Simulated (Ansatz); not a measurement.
Take Cu in the fcc (Cu type) structure (space group Fm-3m, No. 225; relaxed with 0.1 eV smearing) as the base.

```
CELL_PARAMETERS angstrom
      0.00000     1.78169     1.78169
      1.78169     0.00000     1.78169
      1.78169     1.78169     0.00000
ATOMIC_POSITIONS crystal
  Cu 0.00000 0.00000 0.00000
```

The values are results of DFT with PBEsol, PAW potentials and a 420 eV plane-wave cutoff in Ansatz (a first-principles code), without spin-orbit coupling, earlier PAW set, not measurements.

For the base:

- Pressure: 0.0 GPa

Now apply this change: an isotropic linear strain of −0.74 %; the atoms relax in the strained cell.

Task: Estimate the effect on the energy relative to the base.

Result: The energy increases by 3.0 meV/atom.

Task: How does this affect the pressure?

Result: The pressure goes from zero to 3.9 GPa.

Stability against distortions was not tested. All final runs are without spin polarisation.
